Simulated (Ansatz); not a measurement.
System: PtPb (P6₃/mmc, No. 194; start mp-1066274; cell taken from a computed entry). Method: PBEsol (plane waves, PAW; Ansatz, an electronic-structure program).

Run with plane-wave cutoff 520 eV, 18×18×10 k mesh (along the axes of the cell as run), Fermi–Dirac smearing 0.05 eV, scalar-relativistic PAW data made under PBE.

Cell (relaxed at this level):

```
PbPt
1.0
    4.29734     0.00000     0.00000
   -2.14867     3.72160     0.00000
    0.00000     0.00000     5.47816
Pt Pb
2 2
Cartesian
  0.00000   0.00000   2.73908
  0.00000   0.00000   0.00000
  0.00000   2.48107   1.36954
  2.14867   1.24053   4.10862
```

Task: Estimate the bulk modulus B0 that the calculation returns.

Result: 
bulk modulus B0: 110 GPa

The run finds no gap.

Note: the bulk modulus is −V dP/dV from two relaxed cells at ±2 % in volume; the relaxation could not lower the start's symmetry, so the cell can be a saddle point above a distorted one.

Spin–orbit coupling is not included; it can shift volumes and moduli of such heavy elements.

Static lattice: no zero-point or thermal effects.

Cost on a shared machine: very roughly 7 core-minutes.

A start named mp-… is a Materials Project structure, which need not be a measured phase.
